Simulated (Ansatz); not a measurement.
Take GaAs in the zinc blende structure (space group F-43m, No. 216; a = 5.6028 Å) as the base. Axes: x, y, z lie along the cube axes.

Calculations: plane-wave PAW DFT at the LDA level (Ansatz, an electronic-structure program, 420 eV), without spin-orbit coupling.

Strains are applied to the cell and any free atomic positions relax; under biaxial strain the out-of-plane vector relaxes too.

One change was made to it. Results:

| quantity | base | after |
|---|---|---|
| band gap | 0.49 eV | 0.13 eV |
| energy relative to the base (free energy F) | 0 meV/atom | +14 meV/atom |

Q: Name the change that was made.
(A) biaxial strain +2.50 %, plane normal [111], relaxed out of plane
(B) biaxial strain +2.08 %, plane normal [111], relaxed out of plane
(C) biaxial strain −2.50 %, plane normal [111], relaxed out of plane
(D) biaxial strain −2.08 %, plane normal [111], relaxed out of plane
(E) biaxial strain −0.42 %, plane normal [111], relaxed out of plane

A: A, biaxial strain +2.50 %, plane normal [111], relaxed out of plane. For comparison, the energy relative to the base in the other runs: biaxial strain −0.42 %, plane normal [111], relaxed out of plane gives +0.4 meV/atom; biaxial strain +2.08 %, plane normal [111], relaxed out of plane gives +9.6 meV/atom; biaxial strain −2.08 %, plane normal [111], relaxed out of plane gives +11 meV/atom; biaxial strain −2.50 %, plane normal [111], relaxed out of plane gives +16 meV/atom.

Stability against distortions was not tested. The zero or small gap of GaAs under biaxial strain +2.50 %, plane normal [111], relaxed out of plane and GaAs under biaxial strain +2.08 %, plane normal [111], relaxed out of plane can change with the level of theory.
